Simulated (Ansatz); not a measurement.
# Carrier properties of Cu₂ZnGeS₄ (Pmn2_1)

Given:

```
CELL_PARAMETERS angstrom
      7.37834     0.00000     0.00000
      0.00000     6.42757     0.00000
      0.00000     0.00000     6.12863
ATOMIC_POSITIONS crystal
  Zn 0.50000 0.15692 0.99977
  Zn 0.00000 0.84308 0.49977
  Cu 0.74913 0.32975 0.50685
  Cu 0.75087 0.67025 0.00685
  Cu 0.25087 0.32975 0.50685
  Cu 0.24913 0.67025 0.00685
  Ge 0.50000 0.83315 0.49955
  Ge 0.00000 0.16685 0.99955
  S  0.50000 0.82044 0.86811
  S  0.00000 0.17956 0.36811
  S  0.50000 0.16364 0.37974
  S  0.00000 0.83636 0.87974
  S  0.75432 0.34004 0.87407
  S  0.74568 0.65996 0.37407
  S  0.24568 0.34004 0.87407
  S  0.25432 0.65996 0.37407
```

All values below come from PBEsol, rigid bands (plane waves, PAW, scalar-relativistic; Ansatz, an electronic-structure program). Geometry: cell and atoms relaxed with PBEsol.

```json
{
  "band_gap": "0.51 eV",
  "electron conductivity mass (300 K, dilute)": "0.147 (x), 0.181 (y), 0.149 (z) mₑ",
  "effective density of states N_c (300 K)": "1.3e18 cm⁻³",
  "density_of_states_mass_electrons": "0.136 mₑ",
  "Seebeck coefficient, n-type 1e19 cm⁻³, 300 K": "-94 μV/K"
}
```

Rigid bands; masses and Seebeck coefficients take one relaxation time τ for all states and one kind of carrier; polarons and phonon drag are left out. Spin-orbit coupling is left out.

Computed structure with no diffraction record at hand here (it may be known, metastable or hypothetical): Cu2ZnGeS4 (Pmn2_1).
